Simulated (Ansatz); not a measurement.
Band structure of Mo4C3 (R-3m, 7 atoms in the cell).

```xyz
7
Lattice="1.5485 0.8940 9.7145 -1.5485 0.8940 9.7145 0.0000 -1.7880 9.7145" Properties=species:S:1:pos:R:3 pbc="T T T"
Mo     0.0000     0.0000    25.5945
Mo     0.0000     0.0000     3.5489
Mo     0.0000     0.0000    10.9402
Mo     0.0000     0.0000    18.2032
C      0.0000     0.0000     7.4613
C      0.0000     0.0000    21.6821
C      0.0000     0.0000    14.5717
```

Computed with PBEsol, PAW files made with PBE (plane waves; Ansatz, a first-principles code).

Settings: kpoints.mp_grid.grid = 6 6 6; hamiltonian.xc = pbesol; hamiltonian.pseudopotentials = {kind: paw} (the program's default PAW files); scf.occupations.method = gaussian; scf.occupations.width = 0.272 eV; kpoints.band_path.path = [[0.0, 0.0, 0.0], [0.5, 0.0, 0.0], [0.5, 0.17231301, -0.17231301]]; kpoints.band_path.npoints = 8.

The starting cell comes from a database of computed structures (which also holds hypothetical and non-ambient phases and stackings), without a prior relaxation at this level. Spin polarisation is off.

Levels in eV from the Fermi level, bands 30 to 37:
```
point     30     31     32     33     34     35     36     37
-----  -----  -----  -----  -----  -----  -----  -----  -----
Γ      -2.44  -2.44  -1.86  -1.19  -1.19  -0.62  -0.62  -0.19
L      -2.55  -1.44  -1.04   0.24   0.77   0.86   0.95   1.02
B1     -2.11  -2.10  -1.28  -0.40   0.31   0.47   0.65   0.92
```

Bands cross the Fermi level along this path, so the cell is metallic at this level.

Keys are those of Ansatz 0.2.
